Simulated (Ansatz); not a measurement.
Consider Ag in the fcc (Cu type) structure (space group Fm-3m, No. 225; a = 4.054 Å; relaxed with 0.1 eV smearing). Axes: x, y, z lie along the cube axes.

The values are results of PBEsol/PAW in Ansatz (a quantum-chemistry and plane-wave program), without spin-orbit coupling, not measurements.

Strains are applied to the cell and any free atomic positions relax.

One change was made to it. Results:

| quantity | base | after |
|---|---|---|
| energy relative to the base (free energy F) | 0 meV/atom | +6.4 meV/atom |
| pressure (mean of the normal stresses, compression positive) | 0.0 GPa | -3.2 GPa |

Problem. Which change produced these results?
A) uniaxial strain ε_zz = +3.00 %
B) uniaxial strain ε_zz = −2.00 %
C) uniaxial strain ε_zz = −2.50 %
D) uniaxial strain ε_zz = −1.50 %
E) uniaxial strain ε_zz = +2.00 %

Solution. A, uniaxial strain ε_zz = +3.00 %. For comparison, the energy relative to the base in the other runs: uniaxial strain ε_zz = +2.00 % gives +2.9 meV/atom; uniaxial strain ε_zz = −2.00 % gives +3.2 meV/atom; uniaxial strain ε_zz = −2.50 % gives +5.0 meV/atom; uniaxial strain ε_zz = −1.50 % gives +1.8 meV/atom.

Whether these cells are dynamically stable was not tested.
